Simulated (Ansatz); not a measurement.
BaTiO₃ (Amm2, No. 38, 5 atoms in the cell; start mp-5777)

Computed with HSE06 in Ansatz (PAW).

Run with plane-wave cutoff 460 eV, 6×6×6 k mesh, Fermi–Dirac smearing 0.01 eV, no spin polarisation, scalar-relativistic PAW data made under PBE.

Cell (relaxed with PBEsol):

Space group Amm2 (No. 38); a = 3.950 Å, b = 5.656 Å, c = 5.677 Å, α = β = γ = 90.00°

```csv
atom,site,symmetry,x,y,z
Ba,2a,mm2,0.0000,0.0000,0.0036
Ti,2b,mm2,0.5000,0.5000,0.0164
O,4e,m..,0.5000,0.2544,0.2359
O,2a,mm2,0.0000,0.0000,0.4880
```
(The calculation used a cell of 5 atoms; values per cell refer to that cell.)

```yaml
band_gap: 3.64 eV (on the SCF k mesh)
smallest_direct_gap_on_the_k_points_sampled: 3.95 eV
```

Note: cell and atoms aren't relaxed at this level (largest force component 0.18 eV/Å, pressure 1.1 GPa).

Spin–orbit coupling is not included.

A start named mp-… is a Materials Project structure, which need not be a measured phase.

Ansatz is a program for electronic structure.
